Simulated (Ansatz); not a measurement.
# W$_{2}$C (P-3m1): band-structure transport figures

Given:

```xyz
3
Lattice="3.0329 0.0000 0.0000 -1.5164 2.6265 0.0000 0.0000 0.0000 4.6489" Properties=species:S:1:pos:R:3 pbc="T T T"
W      0.0000     1.7510     3.4691
W      1.5164     0.8755     1.1798
C      0.0000     0.0000     0.0000
```

These are PBEsol, rigid bands (plane waves, PAW, scalar-relativistic; Ansatz, a quantum-chemistry and plane-wave program) values and carry that method's errors. Cell: cell and atoms relaxed with PBEsol.

```
Quantity                                                                Result
------------------------------------  ----------------------------------------
density of states at the Fermi level         1.41 states/(eV·cell), both spins
bare Sommerfeld coefficient                          1.11 mJ/(mol of atoms·K²)
Drude plasma energy                               6.5 (x), 6.5 (y), 8.1 (z) eV
root-mean-square Fermi velocity                                      7.1e5 m/s
resistivity times τ                   11.4 (x), 11.4 (y), 7.4 (z) ×10⁻²² Ω·m·s
```

A metal at this level (no band gap); rigid bands, thermally averaged at 300 K, both spins. Spin-orbit coupling is left out, which matters with elements this heavy. τ is one relaxation time for all states.

Computed structure with no diffraction record at hand here (it may be known, metastable or hypothetical): W2C (P-3m1).
